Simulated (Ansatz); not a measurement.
Base system: HgS in the zinc blende structure (space group F-43m, No. 216; a = 5.992 Å). Axes: x, y, z lie along the cube axes.

Computed with plane-wave PAW DFT at the PBE level (Ansatz, a program for electronic structure, 420 eV), spin-orbit coupling left out.

One thing is altered: every lattice vector is shortened by 3.00 %, atoms relaxed at fixed cell.

Predict the stress tensor and what it implies for the stiffness.

Stress of the strained cell less that of the base (GPa, compression positive):
```
    5.8     0.0     0.0
    0.0     5.8     0.0
    0.0     0.0     5.8
```

Then B = −ΔP/(ΔV/V₀) with ΔV/V₀ = -0.0873 gives secant stiffness values (nonlinear terms included at this strain): B ≈ 66 GPa.

As a check, the harmonic strain energy −½ V₀ Δσ:ε is 43 meV/atom; the computed energy rise is 39 meV/atom.

The mesh was chosen for an insulator and is coarse for the gapless case. Whether these cells are dynamically stable was not tested. The final runs are not spin-polarised.
